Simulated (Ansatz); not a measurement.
Here is the system:

```yaml
crystal:
  lattice:
    - [5.05014, 0.00000, 0.00000]
    - [-2.52507, 4.37355, 0.00000]
    - [0.00000, 0.00000, 4.69272]
  atoms:
    - { symbol: Ti, position: [0.66865, 0.66865, 0.25960] }
    - { symbol: Ti, position: [0.33135, 0.33135, 0.74040] }
    - { symbol: Ti, position: [0.33135, 0.00000, 0.25960] }
    - { symbol: Ti, position: [0.66865, 0.00000, 0.74040] }
    - { symbol: Ti, position: [0.00000, 0.33135, 0.25960] }
    - { symbol: Ti, position: [0.00000, 0.66865, 0.74040] }
    - { symbol: O, position: [0.00000, 0.00000, 0.00000] }
```

Calculation: PBEsol, DFPT electron-phonon coupling, linearised Boltzmann equation (plane waves, PAW, scalar-relativistic; Ansatz, an electronic-structure program). Geometry: relaxed with this functional, without spin-orbit coupling.

Q: Predict the intrinsic resistivity at 300 K.

A: 96 (x), 96 (y), 37 (z) μΩ·cm.

Q: And the electrons' mean free path at that temperature?

A: 2.9 (x), 2.9 (y), 3.8 (z) nm, weighted by the current that each state carries. Wires not much wider than this gain resistivity from their walls.

A metal at this level (no band gap). Only scattering by harmonic phonons is included (no impurities, grain boundaries, electron-electron scattering or thermal expansion). Spin-orbit coupling is left out. Values near or above 100 μΩ·cm, or paths under about 2 nm, lie near resistivity saturation, where the Boltzmann equation overshoots. Halving the electron mesh (20x20x20) moves the resistivity by up to 6 % at 300 K, the mean free path by up to 5 %. Smearing 0.20 eV; phonons on a 3x3x3 q mesh, which this run doesn't test.

Formula and space group known from diffraction (Crystallography Open Database), not checked to be the room-temperature form: Ti6O (P-31m).
